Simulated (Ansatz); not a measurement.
Level of theory: PBE (plane waves to 420 eV, PAW; Ansatz, a program for electronic structure).

Planar average of the electrostatic potential across the slab, in eV from the Fermi level, for the (100) surface of rock-salt TaC, W on all Ta sites of the top plane (bottom of the slab: a bare face, its two planes held):

(z (Å), V (eV)): (3.72, 3.35); (4.01, 3.35); (4.30, 3.35); (4.58, 3.34); (4.87, 3.33); (5.16, 3.31); (5.44, 3.27); (5.73, 3.19); (6.02, 3.05); (6.30, 2.77); (6.59, 2.20); (6.88, 1.06); (7.16, -1.36); (7.45, -6.20); (7.73, -14.14); (8.02, -21.97); (8.31, -22.56); (8.59, -15.43); (8.88, -7.50); (9.17, -3.32); (9.45, -3.53); (9.74, -8.08); (10.03, -16.37); (10.31, -23.29); (10.60, -22.02); (10.89, -13.97); (11.17, -6.68); (11.46, -3.45); (11.74, -4.78); (12.03, -10.06); (12.32, -18.43); (12.60, -23.73); (12.89, -20.36); (13.18, -11.70); (13.46, -5.12); (13.75, -2.72); (14.04, -4.86); (14.32, -11.18); (14.61, -19.90); (14.90, -23.78); (15.18, -18.91); (15.47, -10.50); (15.76, -5.05); (16.04, -3.55); (16.33, -6.65); (16.61, -13.72); (16.90, -21.90); (17.19, -23.59); (17.47, -16.89); (17.76, -8.62); (18.05, -4.54); (18.33, -5.72); (18.62, -11.12); (18.91, -17.59); (19.19, -22.41); (19.48, -20.78); (19.77, -12.37); (20.05, -3.42); (20.34, 0.88); (20.62, 2.73); (20.91, 3.57); (21.20, 3.94); (21.48, 4.12); (21.77, 4.19); (22.06, 4.23); (22.34, 4.25); (22.63, 4.26); (22.92, 4.26); (23.20, 4.26); (23.49, 4.26); (23.78, 4.27)

Slab: 12 atoms, 11.1 Å thick at the start; k 12x12x1, smearing 0.1 eV, dipole-corrected; 4 atoms held, the rest relaxed; held to the start's symmetry, so lower structures may exist; no spin, no spin-orbit, no U. In PBE it is, or lies within 0.01 eV a 1x1 cell of, the lowest of the 2 structures of its composition computed so far; larger cells were not tried.

Problem. The surface cell has an area of 10.02 Å². What dipole along the normal does the step between the two vacuum levels imply?

Solution. the top vacuum level lies 0.91 eV above the bottom one; p = −ε₀ A ΔV (ε₀ = 0.005526 e/(V·Å)) gives -0.05 e·Å a cell.
